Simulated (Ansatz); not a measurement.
Results of r²SCAN+rVV10 (plane waves, PAW; Ansatz, a quantum-chemistry and plane-wave program) for C (model structure, started from the Si type, R-3, No. 148, 8 atoms in the cell).

Run with plane-wave cutoff 560 eV, 10×10×10 k mesh, Fermi–Dirac smearing 0.01 eV, scalar-relativistic PAW data made under PBE.

Computed at the level's own relaxed cell.

```
CELL_PARAMETERS angstrom
      3.17129     1.83094     1.28781
     -3.17129     1.83094     1.28781
      0.00000    -3.66189     1.28781
ATOMIC_POSITIONS crystal
  C  0.99966 0.68966 0.49993
  C  0.00034 0.31034 0.50007
  C  0.49993 0.99966 0.68966
  C  0.50007 0.00034 0.31034
  C  0.68966 0.49993 0.99966
  C  0.31034 0.50007 0.00034
  C  0.69841 0.69841 0.69841
  C  0.30159 0.30159 0.30159
```

List the 22 lowest band energies at Γ above −25 eV (eV, relative to the valence band maximum), grouping those that round alike.

At Γ: -22.38, -12.73 (×2), -11.56, -11.26, -11.02 (×2), -9.79, -7.93 (×2), -7.02, -6.26 (×2), -1.88, -1.75 (×2), 6.79, 8.10 (×2), 10.03 (×2), 10.63.

Note: the relaxation could raise the start's symmetry but not lower it, so the cell can be a saddle point.

A model structure was made by putting elements into a prototype or built by hand; it is no filed structure, need not be a known phase, and can be a saddle point held by its symmetry.
